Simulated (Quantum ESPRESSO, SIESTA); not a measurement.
Pressure against volume in zinc-blende BP (space group 216) (SIESTA, LDA)

```
BP
1.0
    0.00000     2.18171     2.18171
    2.18171     0.00000     2.18171
    2.18171     2.18171     0.00000
B P
1 1
Direct
  0.00000   0.00000   0.00000
  0.75000   0.75000   0.75000
```

Method: LDA PW92, numerical atomic orbitals TZP, PseudoDojo LDA standard norm-conserving potentials (rewritten from UPF to PSML) run with SIESTA 5.4.2. Settings: XC.functional = LDA; XC.authors = PW92; potentials = PseudoDojo LDA standard; PAO.BasisSize = TZP; PAO.EnergyShift = 0.005 Ry; MeshCutoff = 455 Ry; kgrid.MonkhorstPack = 13 13 13; OccupationFunction = FD; ElectronicTemperature = 10 meV; MaxSCFIterations = 150; SCF.Mixer.Method = Pulay; SCF.Mixer.Weight = 0.25; SCF.Mixer.History = 8; SCF.DM.Tolerance = 1.0E-04. The cell above is the first row's. The rows scale it uniformly. In all rows fractional positions and the k mesh are held.

| V (Å^3/atom) | P (GPa) |
|---|---|
| 10.385 | ? |
| 10.610 | 14.95 |
| 10.836 | 10.52 |
| 11.062 | 6.58 |
| 11.288 | 2.92 |
| 11.513 | -0.41 |
| 11.739 | -3.49 |
| 11.965 | -6.29 |
| 12.191 | -8.91 |

Using a cubic, estimate the missing P at V = 10.385 from the other rows, showing the fit.

With u = V - 11.4, the rows have u = -0.7900, -0.5640, -0.3380, -0.1120, 0.1130, 0.3390, 0.5650, 0.7910. Least squares gives P = 1.220 - 14.7624·u + 2.8812·u² - 0.5196·u³. Residuals (row less fit): 0.013, -0.036, 0.021, 0.010, 0.002, -0.016, 0.005, 0.002; standard error 0.024 (degrees of freedom: 4). The fitted pressure is zero at V0 = 11.48, where dP/dV = -14.29, so B0 = -V0·dP/dV = 164 GPa. At the withheld row, u = -1.0150, so P = 1.220 - 14.7624 × (-1.0150) + 2.8812 × (-1.0150)² - 0.5196 × (-1.0150)³ = 19.715 GPa. The calculation gives 19.78 GPa, 0.065 GPa above the prediction (0.2 % of the range of P in the table). The row lies outside the fitted rows, so this is an extrapolation. From the scatter of the fitted rows alone, a prediction at this place has a standard error of 0.063 GPa, so the miss is 1.0 times that.

Carrying the step between the two nearest rows on in a straight line would have given 19.36, off by 0.42; series whose last step already gives the withheld value aren't shown. The scan was laid around a cell of about the measured size, scaled by a guess for this functional. The runs keep the symmetry of the cell, so they don't test it for distortions. A plane-wave scan with the same functional (Quantum ESPRESSO, GBRV) gives V0 = 11.34 Å^3/atom and B0 = 175 GPa; a Birch-Murnaghan fit to all rows here lies 1.3 % from it in V0 and -6 % in B0; the two differ in basis, and may differ in potentials and mesh. Values carry the incompleteness of an atom-centred basis. Cutoffs and mesh are single choices, not tested for convergence of this quantity. Series with a scatter that would blur these digits, or in which a gap closes, are not shown.
